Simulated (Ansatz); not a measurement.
## Pressure series in hypothetical simple cubic Pd

Take Pd in the simple cubic structure (space group Pm-3m, No. 221; a = 2.566 Å; a hypothetical phase, not in the database extracts checked) as the base.

Cell and atoms are relaxed at each pressure.

Method: PBEsol, PAW, 420 eV (Ansatz, a quantum-chemistry and plane-wave program; no spin-orbit coupling).

Notes on the quantities. enthalpy: H = E + PV relative to the base's energy.

```tsv
case	enthalpy	volume per atom
base	–	16.89 Å³
pressure −2 GPa	-0.21 eV/atom	17.12 Å³
pressure −1 GPa	-0.11 eV/atom	17.00 Å³
pressure 0.3 GPa	+0.03 eV/atom	16.85 Å³
pressure 0.7 GPa	+0.07 eV/atom	16.81 Å³
pressure 1.5 GPa	+0.16 eV/atom	16.72 Å³
pressure 3 GPa	+0.31 eV/atom	16.57 Å³
pressure 5 GPa	+0.52 eV/atom	16.37 Å³
pressure 7.5 GPa	+0.77 eV/atom	16.14 Å³
pressure 10 GPa	+1.02 eV/atom	15.93 Å³
```

Load acts through the strain it causes; cell and atoms are relaxed under it. No phonon test of stability was made. No other phases were tried under pressure. The final runs are not spin-polarised. Pd has a high density of states at the Fermi level and may be magnetic at this level.
